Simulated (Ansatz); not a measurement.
# What biaxial strain −1.25 %, plane normal [111], relaxed out of plane does to Li

Base system: Li in the bcc (W type) structure (space group Im-3m, No. 229; a = 3.434 Å; relaxed with 0.1 eV smearing). Axes: x, y, z lie along the cube axes.

It is then changed as follows: compressive biaxial strain of 1.25 % in the plane normal to [111], as in epitaxy on a mismatched substrate; the out-of-plane cell vector and the atoms relax.

Calculations: Ansatz (an electronic-structure program), PBEsol, PAW, cutoff 420 eV, no spin-orbit coupling. Γ-centred 27×27×27 mesh, Fermi–Dirac width 0.1 eV.

The volume per atom shrinks by 0.38 Å³ to 19.87 Å³ and the shortest interatomic distance decreases by 3.1 pm (297.4 pm → 294.3 pm). The energy grows by 0.6 meV/atom and the band gap is still zero. The out-of-plane strain amounts to +0.62 % and the ratio −ε⊥/ε∥ comes out as 0.50. The mean in-plane stress (compression positive) comes out as +0.4 GPa.

Final structure (turned so that z lies along the plane normal):

```xyz
1
Lattice="4.7961 0.0000 0.0000 2.3980 4.1535 0.0000 2.3980 -1.3845 0.9976" Properties=species:S:1:pos:R:3 pbc="T T T"
Li     0.0000     0.0000     0.0000
```

No phonon test of stability was made.
